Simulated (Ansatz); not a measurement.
Start from MgO in the rock salt structure (space group Fm-3m, No. 225; a = 4.208 Å). Axes: x, y, z lie along the cube axes.

Calculations: r2SCAN in Ansatz (plane waves to 500 eV, PAW, scalar-relativistic without spin-orbit coupling), earlier PAW set.

Strains are applied to the cell and any free atomic positions relax.

One change was made to it. Results:

The gap character remains direct at Γ; the band gap drops by 0.77 eV (5.68 eV → 4.91 eV); the energy grows by 29 meV/atom.

**Question.** Which change produced these results?
A) tensor shear ε_xz = −0.69 %
B) uniaxial strain ε_zz = +2.59 %
C) isotropic strain +2.68 %

**Answer.** C, isotropic strain +2.68 %. For comparison, the band gap in the other runs: uniaxial strain ε_zz = +2.59 % gives 5.38 eV; tensor shear ε_xz = −0.69 % gives 5.62 eV.

Whether these cells are dynamically stable was not tested. Labels are those of the standard path for the cell's own space group.

Ansatz is a first-principles code.
